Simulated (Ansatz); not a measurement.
Amorphous Zr20O45P2, 67 atoms at 4.96 g/cm³, one PBE-relaxed geometry, zone centre. Methods: PBE, scalar-relativistic without spin-orbit coupling (Ansatz, an electronic-structure program); r2SCAN, scalar-relativistic without spin-orbit coupling (Ansatz); HSE06, scalar-relativistic without spin-orbit coupling (Ansatz). Plane waves to 420 eV (r2SCAN 500 eV); exact exchange is cut at the cell's faces. At PBE the levels at the filled edge of the gap are localised (band-tail or defect states). All rungs ran without spin polarisation.

A CHGNet melt-quench gave the starting glass, which DFT then relaxed. O atoms were pushed apart under 1.9 Å during the dynamics, to hinder bonds among them. The hot cell started wider than the set density and was brought back towards it in steps. It is the lowest in DFT energy of 2 quenches. It is a model cell: composition and starting density were chosen by hand, and all elements were melted together. No dispersion term was used. Its density started from a set value of 4.96 and ended at 4.96 g/cm³. Cooling (nominally 450 K/ps over its main leg) ran many orders faster than in experiment, which tends to leave more defects and strain. One small periodic cell is one sample of the glass; other quenches scatter about these values. The volume was held where the preparation left it and the shape relaxed, at a PBE pressure of 0.9 GPa. Stress components on the final sampling reach 1.0 GPa.

The relaxation ran on the zone centre alone. At PBE the level gap is 3.71 eV on a 2×2×2 Γ-centred mesh, and the spacing at the zone centre alone 3.81 eV.

### Question
What zone-centre spacing does r2SCAN give, roughly?

### Answer
4.28 eV (+0.47 eV against PBE).

### Question
What zone-centre spacing does HSE06 give, roughly?

### Answer
5.37 eV (+1.56 eV against PBE).

The highest filled and the lowest empty state spread over these numbers of atoms (participation numbers): PBE: 7.0 and 13.1; r2SCAN: 6.7 and 12.5; HSE06: 6.9 and 13.1.
